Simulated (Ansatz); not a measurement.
Input:

```
CELL_PARAMETERS angstrom
      5.13396     0.00000     0.00000
      2.56698     4.83802     0.00000
      2.56698    -1.36200     4.23239
ATOMIC_POSITIONS crystal
  Li 0.43356 0.84966 0.28322
  Li 0.43356 0.34966 0.78322
  Ta 0.00109 0.99837 0.99946
  Ta 0.00109 0.49837 0.49946
  O  0.51896 0.70551 0.61431
  O  0.16122 0.70551 0.22447
  O  0.90880 0.70551 0.86673
  O  0.16122 0.20551 0.11431
  O  0.90880 0.20551 0.72447
  O  0.51896 0.20551 0.36673
```

Space group of this cell: R3c. The cell is taken as given; by PBEsol its mean pressure is -1.2 GPa.

The current runs along the normal of the first two printed vectors, the (101) plane. All runs by Ansatz (a quantum-chemistry and plane-wave program), plane waves and PAW, without spin-orbit coupling; the base is PBEsol.

```tsv
run	mean pressure (GPa)	gap (eV)	mid-gap κ (1/Å)
base	-1.2	3.83	0.390
all lengths scaled by 0.98	14.6	4.09	0.401
all lengths scaled by 1.02	-13.1	3.57	0.380
lda in place of pbesol	-6.7	…	…
lengths across the current scaled by 0.98, ions clamped	8.8	3.99	0.394
lengths across the current scaled by 1.02, ions clamped	-9.4	3.63	0.387
lengths along the current scaled by 0.97, ions clamped	6.4	…	…
lengths along the current scaled by 1.03, ions clamped	-7.6	…	…
```

Question: Fill in the missing entries.

Answer: 
- lda in place of pbesol, gap (eV): 3.77
- lda in place of pbesol, mid-gap κ (1/Å): 0.388
- lengths along the current scaled by 0.97, ions clamped, gap (eV): 3.90
- lengths along the current scaled by 0.97, ions clamped, mid-gap κ (1/Å): 0.402
- lengths along the current scaled by 1.03, ions clamped, gap (eV): 3.69
- lengths along the current scaled by 1.03, ions clamped, mid-gap κ (1/Å): 0.379
